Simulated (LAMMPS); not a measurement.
Consider Pt (fcc), 4000 atoms, at 1220 K and 2 GPa, heated as the crystal in molecular dynamics.

Computed with classical MD, pair style eam, the elements' _u3.eam files (universal-3 set of Foiles, Baskes and Daw) (LAMMPS).

Starting crystal:

```
Pt
1.0
    3.92000     0.00000     0.00000
    0.00000     3.92000     0.00000
    0.00000     0.00000     3.92000
Pt
4
Direct
  0.00000   0.00000   0.00000
  0.00000   0.50000   0.50000
  0.50000   0.00000   0.50000
  0.50000   0.50000   0.00000
```

Task: What does the simulation give for the state found, the density, the most common Pt-Pt-Pt angle, the coordination number, the first peak of g(r)?

Result: state found: crystal; no diffusion seen in 30 ps; density: 21.0084 ± 0.0005 g/cm³; most common Pt-Pt-Pt angle: at the 3° bin centred on 58.5°, after smoothing over three bins (mean of all 97°); coordination number: 12.1 (counted to 3.42 Å); first peak of g(r): 2.75 Å, height 3.8.

Caution: a run this short can hold a crystal over, or a liquid under, the potential's own melting point, which these runs don't give.
